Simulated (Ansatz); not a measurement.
Consider Cr in the bcc (W type) structure (space group Im-3m, No. 229; a = 2.814 Å; non-magnetic).

Method: PBEsol (Ansatz, an electronic-structure program), no spin-orbit coupling.

Base values:

```
Quantity            Value
---------------  --------
Volume per atom  11.14 Å³
```

Modification: every Cr is replaced by Hg, then cell and atoms are relaxed.

Tabulated Pauling electronegativity and covalent radius: Cr 1.66, 1.39 Å; Hg 2.00, 1.32 Å.

Q: What does the calculation give for the volume per atom after the change?

A: The volume per atom goes up by 12.87 Å³ (11.14 Å³ → 24.01 Å³).

Whether these cells are dynamically stable was not tested. As relaxed here, Hg is a hypothetical phase, not in the database extracts checked. Seeded moments were not kept for the base. All final runs are without spin polarisation. Real Cr is antiferromagnetic at low temperature and ambient pressure, an order that this cell doesn't hold.
